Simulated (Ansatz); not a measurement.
Consider this model of amorphous Si₂₄O₄₈Ru.

```xyz
73
Lattice="10.4989 0.0221 -0.1093 0.0221 9.9525 -0.2593 -0.1093 -0.2593 10.5278" Properties=species:S:1:pos:R:3 pbc="T T T"
Si     1.2410     2.0924     1.1164
Si     7.3404     6.7136     4.7267
Si     5.1402     4.9520    -0.1166
Si     0.6105     5.3043     3.0526
Si     6.8181     1.3985     3.4184
Si    10.2288     4.9517     8.6176
Si     4.1832     9.5020    10.1483
Si     7.3353     5.6710     1.9513
Si     4.2207     3.7568     6.3524
Si     9.9444     0.0161     7.8641
Si     8.5507     7.2412     7.4177
Si     4.9415     2.1689     8.7266
Si     1.9163     7.4819     4.3754
Si     1.2836     8.9407    10.0309
Si     9.2773     2.8738     7.9583
Si     3.8540     1.2435     2.6489
Si     6.7437     2.2721     6.3663
Si     9.1594     3.3673     2.3598
Si     4.4456     6.8371     6.0343
Si     5.6696     7.3241     8.7399
Si     1.9771     4.6263     0.2587
Si     8.0368     8.5638     2.5218
Si     0.3317     7.9619     1.9627
Si     1.0162     0.1236     5.4134
O      3.3834     3.0744     5.1622
O      5.8303     3.5905     6.0493
O      7.2408     7.2471     8.3653
O      5.3388     1.9248     2.9021
O      8.8819     8.8301     7.1843
O      0.1017     0.6635     6.6405
O      7.9223     8.0912     4.0780
O      6.1060     1.5670     7.7205
O      3.8826     3.0010     7.7817
O      7.0944    -0.0400     2.6799
O      5.5190     3.2387     9.8293
O      1.7311     8.1035     2.8480
O      1.5370     2.8078    10.4024
O      1.4402     5.9159     4.3238
O      3.5390     4.9665     0.1346
O      1.5990     4.8421     1.8396
O      0.1240     3.7445     7.6022
O      8.9149     4.0286     9.1176
O      0.5587     9.1649     8.6130
O      8.4227     4.5353     1.4598
O      7.3434     5.5427     3.5899
O      1.1912     0.5586     0.6815
O      0.9615     8.4390     5.3037
O      9.7824     6.4324     8.1145
O      4.1386     0.1227     1.4857
O      0.6594     0.7890     3.9494
O      2.5958     2.2456     2.0972
O      8.2703     6.4314     6.0271
O      7.5601     7.2776     1.5896
O      4.7217     7.6372     7.4340
O      8.2504     2.7692     6.7031
O      5.9033     5.2586     1.2882
O      6.7775     1.2793     5.0608
O      9.3941     1.3686     8.6229
O      3.3850     7.5804     5.0420
O      0.7372     8.0046     0.3898
O      8.0106     2.4358     3.0229
O     10.2145     6.5328     2.2940
O     10.2362     2.4931     1.4994
O      5.4477     8.5271     9.8281
O      5.3101     5.8629     9.3313
O      3.9060     5.3504     6.4159
O      2.8503     8.6645     9.7185
O      9.5705     8.9902     2.1267
O      5.8068     6.8630     5.1808
O      0.9416     5.2355     9.7701
O      4.2630     0.9335     9.5427
O     10.1204     4.1430     3.4614
Ru     2.3404     1.7000     4.4091
```

Level of theory: PBE, scalar-relativistic without spin-orbit coupling (plane waves to 420 eV, PAW; Ansatz, an electronic-structure program). In the spin-polarised cell the level spacing at the Fermi energy can part levels of unlike spin.

A CHGNet melt-quench gave the starting glass, which DFT then relaxed. O atoms were pushed apart under 1.9 Å during the dynamics, to hinder bonds among them. The hot cell started wider than the set density and was brought back towards it in steps. It is the lowest in DFT energy of 2 quenches. It is a model cell: composition and starting density were chosen by hand, and all elements were melted together. No dispersion term was used. Its density started from a set value of 2.33 and ended at 2.33 g/cm³. The simulated quench (nominally 320 K/ps over its main leg) is rapid and tends to freeze in more defects than a deposited or slowly cooled glass has. One small periodic cell is one sample of the glass; other quenches scatter about these values. The volume was held where the preparation left it and the shape relaxed, at a PBE pressure of 0.6 GPa. Stress components on the final sampling reach 0.6 GPa.

Bonds are counted up to Si-Si 2.60 Å, Si-O 1.90 Å, Si-Ru 2.83 Å, O-O 1.58 Å, O-Ru 2.33 Å, Ru-Ru 3.21 Å. Two cations that share two anions don't count as bonded, nor two that share one unless they lie closer than Si-Si 2.38 Å, Si-Ru 2.75 Å, Ru-Ru 3.12 Å.

Give the coordination numbers, mean bond lengths and angles.


```json
{
 "Mean coordination of Si by anions": "3.92 (2 with 3, 22 with 4); 2 close contacts or bonds to cations besides",
 "Mean coordination of O": "2.00 (48 with 2)",
 "Mean coordination of Ru by anions": "2.00 (1 with 2); 2 close contacts or bonds to cations besides",
 "Mean Si-O bond": "1.636 Å (spread 0.018 Å, 94 counted)",
 "Mean Si-Ru close contact": "2.328 Å (spread 0.038 Å, 2 counted)",
 "Mean O-Ru bond": "1.925 Å (spread 0.042 Å, 2 counted)",
 "Bond angle at Si": "mean 109.4°, spread 8.2°",
 "Bond angle at O": "mean 135.6°, spread 18.3°",
 "Bond angle at Ru": "mean 109.3°, spread 34.5°"
}
```

List the pairs of like atoms that count as bonded by the rules above.

There are none by these rules.
